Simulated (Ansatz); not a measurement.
For NiAs-type NiSb, PBEsol+SOC (Ansatz, a quantum-chemistry and plane-wave program, PAW) gives:

```
Quantity              Value
------------------  -------
lattice constant a  3.916 Å
c axis length       5.071 Å
```

### Question
What does HSE06 (Ansatz, plane waves, PAW) give for the same quantities?

### Answer

- lattice constant a: 3.898 Å (falls by 0.5 %)
- lattice parameter c: 5.127 Å (rises by 1.1 %)

For comparison: lattice constant a 3.946 Å (measured, temperature not stated, not corrected to a static lattice; as tabulated in Wikipedia's data pages); lattice parameter c 5.148 Å (measured, temperature not stated, no zero-point or thermal correction; as tabulated in Wikipedia's data pages).

Changes are worked out from the printed values.

Unless a cell is named, each level is at its own relaxed cell (PBEsol+SOC 16.84, HSE06 16.86 Å³/atom).

The crystal itself was run without spin with HSE06.

Caveats: hybrids on metals are sensitive to the k mesh and can open a false gap (HSE06). Ansatz's density-functional and Hartree–Fock values are scalar-relativistic unless marked +SOC, with PAW data made under PBE.
